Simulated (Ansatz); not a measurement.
# Point defects in Pt

Take a 12-atom supercell of Pt in the fcc (Cu type) structure (space group Fm-3m, No. 225; a = 3.9400 Å) at its relaxed geometry as the base.

One neutral defect a cell, atoms relaxed at fixed cell.

Calculations: Ansatz (a program for electronic structure) r2SCAN, spin-orbit coupling left out, earlier PAW set.

```csv
change,pressure,largest displacement of a host atom from its site in the perfect cell
perfect supercell,-0.1 GPa,–
"H interstitial (started 1.71 Å from the nearest host atom), symmetric start",6.1 GPa,0.12 Å
Sn on a Pt site,…,…
Pt vacancy,-8.3 GPa,0.07 Å
"Pt interstitial (started 1.97 Å from the nearest host atom), symmetric start",59.6 GPa,0.34 Å
"Pt interstitial (started 1.71 Å from the nearest host atom), symmetric start",58.2 GPa,1.08 Å
```

**Question.** What belongs in the blanks?

**Answer.** 
- Sn on a Pt site, pressure: 5.7 GPa
- Sn on a Pt site, largest displacement of a host atom from its site in the perfect cell: 0.02 Å

The cell is small, so the values are those of an ordered compound at a high defect concentration; dilute-limit values will differ. Defects with a symmetric start kept the site's symmetry and may sit on a saddle; the others started slightly shaken. The final runs are not spin-polarised. Pt lies near a magnetic instability that expansion can trigger; it was not tested.
